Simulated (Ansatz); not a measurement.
Consider GaP in the zinc blende structure (space group F-43m, No. 216).

```xyz
2
Lattice="0.0000 2.7257 2.7257 2.7257 0.0000 2.7257 2.7257 2.7257 0.0000" Properties=species:S:1:pos:R:3 pbc="T T T"
Ga     0.0000     0.0000     0.0000
P      1.3628     1.3628     1.3628
```

Cartesian axes are those of the cell as printed.

Calculations: DFT with r2SCAN, PAW potentials and a 500 eV plane-wave cutoff in Ansatz (a quantum-chemistry and plane-wave program), no spin-orbit coupling.

Strains are applied to the cell and any free atomic positions relax; under biaxial strain the out-of-plane vector relaxes too.

One change was made to it. Results:

The band gap shrinks by 0.082 eV, from 1.85 eV to 1.76 eV; the valence-band top at Γ (three highest levels, from the VBM) goes from 0.00, 0.00, 0.00 eV to 0.00, -0.05, -0.05 eV.

Question: What was done to the base?
A) biaxial strain +2.50 %, plane normal [001], relaxed out of plane
B) biaxial strain +0.50 %, plane normal [001], relaxed out of plane
C) biaxial strain +1.50 %, plane normal [001], relaxed out of plane

Answer: B, biaxial strain +0.50 %, plane normal [001], relaxed out of plane. For comparison, the band gap in the other runs: biaxial strain +1.50 %, plane normal [001], relaxed out of plane gives 1.60 eV; biaxial strain +2.50 %, plane normal [001], relaxed out of plane gives 1.45 eV.

Whether these cells are dynamically stable was not tested.
